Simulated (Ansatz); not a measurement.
# A computed series for HfSi2: pressure series

Take HfSi2 (space group Cmcm, No. 63) as the base.

```
HfSi2
1.0
    1.82513    -7.17483     0.00000
    1.82513     7.17483     0.00000
    0.00000     0.00000     3.63523
Si Hf
4 2
Direct
  0.94476   0.05524   0.75000
  0.05524   0.94476   0.25000
  0.24986   0.75014   0.75000
  0.75014   0.24986   0.25000
  0.60474   0.39526   0.75000
  0.39526   0.60474   0.25000
```

Cell and atoms are relaxed at each pressure.

Calculations: DFT with PBEsol, PAW potentials and a 420 eV plane-wave cutoff in Ansatz (a first-principles code), spin-orbit coupling left out.

```
pressure (GPa)  volume per atom (Å³/atom)
--------------  -------------------------
-2                                 16.111
-1                                 15.987
0                                  15.868
3                                  15.536
7                                  15.140
15                                      ?
30                                 13.506
50                                 12.567
75                                 11.706
```

Fit the third-order Birch–Murnaghan form P(V) = (3B₀/2)[(V₀/V)^(7/3) − (V₀/V)^(5/3)]·[1 + (3/4)(B₀′ − 4)((V₀/V)^(2/3) − 1)] (squares taken in P) to the rows shown and predict the withheld row.

Least squares on the printed values gives V₀ = 15.869 Å³/atom, B₀ = 136 GPa, B₀′ = 3.9; this predicts 14.469 Å³/atom, and the run gives 14.471 Å³/atom, 0.002 higher.

Load acts through the strain it causes; cell and atoms are relaxed under it. Stability against distortions was not tested. Competing high-pressure phases were not computed. All final runs are without spin polarisation.
